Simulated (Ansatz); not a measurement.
An Ansatz (a program for electronic structure) run: Cu with a change (Cu vacancy, symmetric start); PBEsol/PAW in Ansatz, scalar-relativistic without spin-orbit coupling.

Input:

Ansatz 0.2 input:
```yaml
crystal:
  lattice:
    - [0, 3.5637756558, 3.5637756558]
    - [3.5637756558, 0, 3.5637756558]
    - [3.5637756558, 3.5637756558, 0]
  atoms:
    - { symbol: Cu, position: [0, 0, 0.5] }
    - { symbol: Cu, position: [0, 0.5, 0] }
    - { symbol: Cu, position: [0, 0.5, 0.5] }
    - { symbol: Cu, position: [0.5, 0, 0] }
    - { symbol: Cu, position: [0.5, 0, 0.5] }
    - { symbol: Cu, position: [0.5, 0.5, 0] }
    - { symbol: Cu, position: [0.5, 0.5, 0.5] }
basis: { ecutwfc: 420, ecutrho_ratio: 4, xc_grid: 2, fft_grid_basis: typed }
kpoints: { mp_grid: { grid: [8, 8, 8] } }
hamiltonian:
  xc: pbesol
  dispersion: none
  pseudopotentials: { kind: paw }
scf: { occupations: { method: fermi_dirac, width: 0.05 }, convergence: { dr2_threshold: 0.0000000007 } }
relax: { f_tol: 0.02, max_steps: 45 }
output: { forces: true, stress: true }
checkpoint: { write: state.ck, write_every: 1000 }
```

Output:

```
Relaxation: its limit of steps is 45 (relax.max_steps)
WARN ansatz: RAYON_NUM_THREADS=1 ignored (pool sized by the plan → 1); use --threads N
Pseudopotentials: kind: paw
Pseudopotential: Cu, paw, valence charge 19
Functional definition: PBEsol
Crystal: 7 atoms, lattice volume = 90.523 Å³
Basis set: ecut = 420 eV, 1807 PW (Γ), exchange–correlation on 72×72×72 points (8 copies of the dense FFT grid, shifted against one another)
Bands: 80, of which v1, the nominal top of the filled ones, is band 67 counted from 1 (66 counted from 0)
Symmetry: 48 space group operations
Space group: Fm-3m (ITA 225), of the structure as read, at distance tolerance 4.5e-5 Å
k-points: 29 of 512
PAW frozen core: Cu, regenerated for the run's functional, and the local potential with it
Initial density: superposition of atomic densities (neutral atoms: chi_scale 0, normalization atom), corrected by the library's trained network
Initial wavefunctions: pseudopotential atomic-orbital guess
Eigensolver: davidson
Functional: x = pbesol(κ = 0.804, μ = 0.12345679012345678), c = pbesol(β = 0.046)
SCF iter   1: F=—  HF=-46120.306339 eV  |F-HF|=—  |Δ(HF+E_count)|=         —  Δρ=1.96e-2  dr2=1.86e-1  ethr=1.77e-3  ⟨swp⟩=5.1  Hψ=7264  notcnv=0  defer=94
all-band conjugate gradients solve this SCF's bands
preconditioner: auto → LDOS
SCF iter   2: F=—  HF=-46120.694316 eV  |F-HF|=—  |Δ(HF+E_count)|=   3.88e-1  Δρ=5.80e-2  dr2=1.64e0  ethr=1.40e-4  ⟨swp⟩=3.0  Hψ=4997  notcnv=0  defer=159
SCF iter   3: F=—  HF=-46120.265110 eV  |F-HF|=—  |Δ(HF+E_count)|=   4.29e-1  Δρ=2.40e-3  dr2=2.92e-3  ethr=1.40e-4  ⟨swp⟩=3.0  Hψ=4769  notcnv=0  defer=161
SCF iter   4: F=—  HF=-46120.264480 eV  |F-HF|=—  |Δ(HF+E_count)|=   6.30e-4  Δρ=1.60e-3  dr2=1.36e-3  ethr=2.20e-6  ⟨swp⟩=2.0  Hψ=3824  notcnv=0  defer=161
SCF iter   5: F=—  HF=-46120.264239 eV  |F-HF|=—  |Δ(HF+E_count)|=   2.40e-4  Δρ=1.56e-4  dr2=1.48e-5  ethr=1.02e-6  ⟨swp⟩=2.1  Hψ=3865  notcnv=0  defer=161
SCF iter   6: F=—  HF=-46120.264253 eV  |F-HF|=—  |Δ(HF+E_count)|=   1.39e-5  Δρ=5.83e-5  dr2=1.87e-6  ethr=1.12e-8  ⟨swp⟩=2.0  Hψ=3201  notcnv=0  defer=161
SCF iter   7: F=—  HF=-46120.264241 eV  |F-HF|=—  |Δ(HF+E_count)|=   1.19e-5  Δρ=7.75e-6  dr2=4.01e-8  ethr=1.40e-9  ⟨swp⟩=2.0  Hψ=2849  notcnv=0  defer=161
SCF iter   8: F=—  HF=-46120.264241 eV  |F-HF|=—  |Δ(HF+E_count)|=   5.57e-9  Δρ=2.41e-6  dr2=3.44e-9  ethr=3.01e-11  ⟨swp⟩=2.2  Hψ=3601  notcnv=0  defer=161
SCF iter   9: F=-46120.264241 eV  HF=-46120.264241 eV  |F-HF|=5.75e-10  |Δ(HF+E_count)|=  3.49e-10  Δρ=8.88e-7  dr2=4.92e-10  ethr=1.00e-12  ⟨swp⟩=4.0  Hψ=7549  notcnv=0
SCF 1 converged in 9 iterations: F = -46120.264241 eV  dr2 = 4.92e-10
relax step   1: F+E_penalty+E_count = -46120.26424127 eV  Δ(F+E_penalty+E_count) = +0.000e0 eV  max|allowed force component| = 9.902e-29 eV/Å  Δτ_max = 0.0000 Å  (9 SCF iters, accepted)
the relaxation is at rest under the 48 symmetry operations that the run kept from its start: a minimum is not shown …
SCF converged after 9 iterations
Free energy (F): -46120.264241 eV
Harris-Foulkes:  -46120.264241 eV  (|F-HF|=5.75e-10)
Internal energy: -46120.246150 eV  (E = F + TS)
E sigma→0 (E₀):  -46120.255195 eV
Entropy (-TS):   -0.018092 eV (-2.585 meV/atom)
Fermi energy:    14.725725 eV
--- Per-component energies (eV) ---
  E_band       = -2769.068562
  E_kinetic    = 2099.541358
  E_local      = -30785.802808  (includes V_loc(G=0)·N_el)
  E_nonlocal   = 2741.736562
  E_hartree    = 13564.323340
  E_xc         = -620.976368
  E_vxc        = -804.790384  (∫ρ·V_xc dr)
  E_paw        = -11385.581437  (= ΣΔE_a)
  E_vpaw       = -3148.401364  (= ΣTr[D̂ρ^β])
  E_aug_tail   = 0.001560  (compensation charges beyond the density's cutoff)
  E_ewald      = -21734.931772
  E_core_change = 1.443415  (= ΣΔE_core)
  E_smearing   = -0.018092  (= −TS)
  E_closure    = 0.000000  (closes the sum)
  Σ components = -46120.264241   (vs F -46120.264241, Δ=0.00e0)
  [band-id]    e_kinetic+e_local+e_nonlocal+2·e_hartree+e_vxc+e_vpaw+e_augmentation_tail = -2769.068396   (vs E_band -2769.068562, Δ=1.66e-4)
--- Forces (eV/Å), atoms counted from 1 ---
  atom   1  Cu     0.00000000     0.00000000     0.00000000
  atom   2  Cu     0.00000000    -0.00000000     0.00000000
  atom   3  Cu     0.00000000     0.00000000     0.00000000
  atom   4  Cu     0.00000000    -0.00000000     0.00000000
  atom   5  Cu     0.00000000    -0.00000000     0.00000000
  atom   6  Cu     0.00000000    -0.00000000     0.00000000
  atom   7  Cu     0.00000000    -0.00000000    -0.00000000
  max |Σ_I F_I| component: 8.38e-28 eV/Å
--- Stress (GPa, compression-positive) ---
       -6.106611      -0.000000      -0.000000
        0.000000      -6.106611      -0.000000
        0.000000       0.000000      -6.106611
  P = ⅓ Tr σ = -6.1066 GPa (-61.066 kbar)
  The stress holds the Pulay correction. Without it, at fixed plane waves, as pw.x and ABINIT print it: P = -6.2073 GPa
  The stress includes an estimate of the error left by incomplete SCF convergence (largest component -0.0000 GPa).
--- Band table ---
  band table: none
--- Relaxed structure (1 steps of the walk, 1 accepted, 0 SCFs on fresh bases) ---
  F+E_penalty+E_count = -46120.26424127 eV   max|allowed force component| = 9.902e-29 eV/Å
  atoms:
    - { symbol: Cu, position: [0.0, 0.0, 0.5] }
    - { symbol: Cu, position: [0.0, 0.5, 0.0] }
    - { symbol: Cu, position: [0.0, 0.5, 0.5] }
    - { symbol: Cu, position: [0.5, 0.0, 0.0] }
    - { symbol: Cu, position: [0.5, 0.0, 0.5] }
    - { symbol: Cu, position: [0.5, 0.5, 0.0] }
    - { symbol: Cu, position: [0.5, 0.5, 0.5] }
```

In so small a cell the defect repeats every few ångströms: this is an ordered compound, not a dilute defect. The defect started on the symmetric site and kept its symmetry, so it may sit on a saddle. All final runs are without spin polarisation. The cell was made from Cu in the fcc (Cu type) structure (space group Fm-3m, No. 225) by this change: Cu vacancy. The defect cell is not spin-polarised.
